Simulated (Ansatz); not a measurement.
The structure below was relaxed with r2SCAN (Ansatz, an electronic-structure program; PAW; 500 eV plane waves; without spin-orbit coupling), earlier PAW set, at pressure 1.5 GPa.

```
CELL_PARAMETERS angstrom
      6.07398     0.00000     0.00000
      0.00000     6.07398     0.00000
      0.00000     0.00000     6.07398
ATOMIC_POSITIONS crystal
  Cs 0.00000 0.00000 0.00000
  Sn 0.50000 0.50000 0.50000
  I  0.00000 0.50000 0.50000
  I  0.50000 0.50000 0.00000
  I  0.50000 0.00000 0.50000
```

### Question
Find the space group and the Wyckoff positions.

### Answer
Space group Pm-3m (No. 221); a = b = c = 6.074 Å, α = β = γ = 90.00°

```json
[
 {"atom": "Cs", "site": "1a", "symmetry": "m-3m", "x": "0.0000", "y": "0.0000", "z": "0.0000"},
 {"atom": "Sn", "site": "1b", "symmetry": "m-3m", "x": "0.5000", "y": "0.5000", "z": "0.5000"},
 {"atom": "I", "site": "3c", "symmetry": "4/mm.m", "x": "0.0000", "y": "0.5000", "z": "0.5000"}
]
```

Load acts through the strain it causes; cell and atoms are relaxed under it. Whether these cells are dynamically stable was not tested. The cell was made from CsSnI₃ in the cubic perovskite structure (space group Pm-3m, No. 221) by this change: pressure 1.5 GPa. Many cubic perovskites are stable only at high temperature; tilts and polar distortions were not tested.
